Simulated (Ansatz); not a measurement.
# Response to strain in GaN

Start from GaN in the wurtzite structure (space group P6_3mc, No. 186; a = 3.183 Å, c = 5.184 Å). Axes: x lies along a and z along c of the hexagonal cell.

Strains are applied to the cell and any free atomic positions relax; under biaxial strain the out-of-plane vector relaxes too; under stress the whole cell relaxes.

Levels (all Ansatz, a program for electronic structure, PAW): r2SCAN (500 eV, spin-orbit coupling left out); HSE06 (420 eV, no spin-orbit coupling).

Band gaps by level, all at the geometries relaxed with r2SCAN:

| case | r2SCAN | HSE06 |
|---|---|---|
| base | 2.35 eV | 3.20 eV |
| biaxial strain +0.82 %, plane normal [001], relaxed out of plane | 2.27 eV | 3.11 eV |
| isotropic strain +0.86 % | 2.17 eV | 3.00 eV |
| isotropic strain +3.74 % | 1.59 eV | 2.36 eV |
| isotropic strain +4.11 % | 1.51 eV | 2.27 eV |
| uniaxial stress, 1 GPa compression along x | 2.34 eV | 3.19 eV |

Single points use the geometry relaxed with r2SCAN. Beyond what the load breaks, stability against distortions was not tested.
